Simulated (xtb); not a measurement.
xtb 6.7.1, GFN2-xTB: Ta(S)(OMe)2(Me) (C[O][Ta]([CH3])(=[S])[O]C), 16 atoms. The geometry is a generated start, not checked to be a minimum at this level.

```yaml
method: GFN2-xTB
"--acc": 1 (default)
"--etemp (K)": 300 (default)
detailed input (--input): "none: ANC optimiser, Lindh (1995) Hessian, microcycle=20, maxdispl=1.0, hlow=0.01 (default)"
basis_functions: 49
valence_electrons: 44
```

```xyz
16

Ta     0.3920     0.1981    -0.0830
S      1.0594     2.2954     0.4708
O     -0.0671     0.4003    -1.7991
C     -0.3414     0.6267    -3.1322
H      0.3076     0.0084    -3.7657
H     -1.3874     0.3773    -3.3515
H     -0.1711     1.6832    -3.3699
O      1.0683    -0.7637     1.2623
C      1.6820    -1.4082     2.3168
H      0.9426    -1.9854     2.8847
H      2.4561    -2.0922     1.9477
H      2.1425    -0.6679     2.9806
C     -1.7626     0.3195     0.8034
H     -1.8530     1.1830     1.4592
H     -1.9755    -0.5829     1.3757
H     -2.4924     0.4083     0.0002
```

Charge 0 and multiplicity 1 are set for this test and not shown to be the ground state.

The structure is relaxed from this start with --opt LEVEL for the levels crude, sloppy, loose, lax, normal, tight, vtight, extreme, once each. Up to the end of the extreme run atoms move by at most 0.77 Å along an axis.

### Question
Which level is enough to come within 1 meV of the tightest end point?

### Answer
tight: 43 cycles against 62, ending 0.081 meV above.

| level | cycles | energy above the extreme run (meV) | gradient norm (eV/Å) |
|---|---|---|---|
| crude | 1 | 11 | 0.11 |
| sloppy | 1 | 11 | 0.11 |
| loose | 1 | 11 | 0.11 |
| lax | 1 | 11 | 0.11 |
| normal | 22 | 3.0 | 0.043 |
| tight | 43 | 0.081 | 0.022 |
| vtight | 50 | 0.032 | 0.0056 |
| extreme | 62 | — | 0.00089 |
